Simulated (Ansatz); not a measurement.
Take MgTe in the wurtzite structure (space group P6_3mc, No. 186; a = 4.561 Å, c = 7.412 Å) as the base. Axes: x lies along a and z along c of the hexagonal cell.

Level of theory: plane-wave PAW DFT at the PBEsol level (Ansatz, a program for electronic structure, 420 eV), no SOC.

For the base:

| Item | Result |
|---|---|
| Band gap | 2.39 eV |
| Shortest interatomic distance | 2.787 Å |
| Valence-band top at Γ | 0.00, -0.02, -0.02 eV |

Perturbation: the cell is stretched by 0.60 % along x with no lateral relaxation; the atoms relax in the strained cell.

**Question.** Estimate the effect on the band gap.

**Answer.** The band gap drops by 0.04 eV to 2.35 eV.

**Question.** How does this affect the shortest interatomic distance?

**Answer.** The shortest interatomic distance increases by 0.0045 Å (2.787 Å → 2.792 Å).

**Question.** Estimate the effect on the valence-band top at Γ.

**Answer.** The valence-band top at Γ (three highest levels, from the VBM) changes from 0.00, -0.02, -0.02 eV to 0.00, -0.03, -0.05 eV.

With Te present, leaving out spin-orbit coupling can change the band edges. Whether these cells are dynamically stable was not tested.
